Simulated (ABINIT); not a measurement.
Pressure against volume in fluorite-structure CdF2 (space group 225) (ABINIT, PBE)

```
CELL_PARAMETERS angstrom
      0.00000     2.64708     2.64708
      2.64708     0.00000     2.64708
      2.64708     2.64708     0.00000
ATOMIC_POSITIONS crystal
  Cd 0.00000 0.00000 0.00000
  F  0.25000 0.25000 0.25000
  F  0.75000 0.75000 0.75000
```

Level of theory: PBE, norm-conserving pseudopotentials (PseudoDojo nc-sr-05 PBE standard) (plane waves; ABINIT). Settings: pseudos = [Cd.upf, F.upf]; ecut = 66 Ha; ixc = 11; occopt = 3; tsmear = 0.01 eV; ngkpt = 10 10 10; nshiftk = 1; shiftk = 0 0 0; potentials = PseudoDojo nc-sr-05 PBE standard; nband = 23; kptopt = 1; nstep = 100; tolvrs = 1e-11. The cell above is the first row's. The rows scale it uniformly. In all rows fractional positions and the k mesh are held.

| V (Å^3/atom) | P (GPa) |
|---|---|
| 12.365 | ? |
| 12.634 | 9.23 |
| 12.903 | 6.49 |
| 13.172 | 4.04 |
| 13.441 | 1.86 |
| 13.710 | -0.08 |
| 13.978 | -1.81 |
| 14.247 | -3.36 |
| 14.516 | -4.74 |

Fit P of the 8 rows that show it with a cubic. With u = V - 13.6, the rows have u = -0.9660, -0.6970, -0.4280, -0.1590, 0.1100, 0.3780, 0.6470, 0.9160. Least squares gives P = 0.684 - 7.1468·u + 1.5422·u² - 0.2250·u³. Residuals (row less fit): 0.000, -0.001, -0.003, 0.000, 0.004, -0.001, -0.005, 0.001; standard error 0.003 (degrees of freedom: 4). The fitted pressure is zero at V0 = 13.70, where dP/dV = -6.852, so B0 = -V0·dP/dV = 93.9 GPa.

**Question.** Estimate the missing P (V = 12.365); what did the run itself give?

**Answer.** u = -1.2350, so P = 0.684 - 7.1468 × (-1.2350) + 1.5422 × (-1.2350)² - 0.2250 × (-1.2350)³ = 12.286 GPa. The calculation gives 12.30 GPa, 0.014 GPa above the prediction (0.1 % of the range of P in the table). The row lies outside the fitted rows, so this is an extrapolation. From the scatter of the fitted rows alone, a prediction at this place has a standard error of 0.009 GPa, so the miss is 1.5 times that.

Carrying the step between the two nearest rows on in a straight line would have given 11.97, off by 0.33; series whose last step already gives the withheld value aren't shown. The scan was laid around a cell of about the measured size, scaled by a guess for this functional. The runs keep the symmetry of the cell, so they don't test it for distortions. Cutoffs and mesh are single choices, not tested for convergence of this quantity. Series with a scatter that would blur these digits, or in which a gap closes, are not shown.
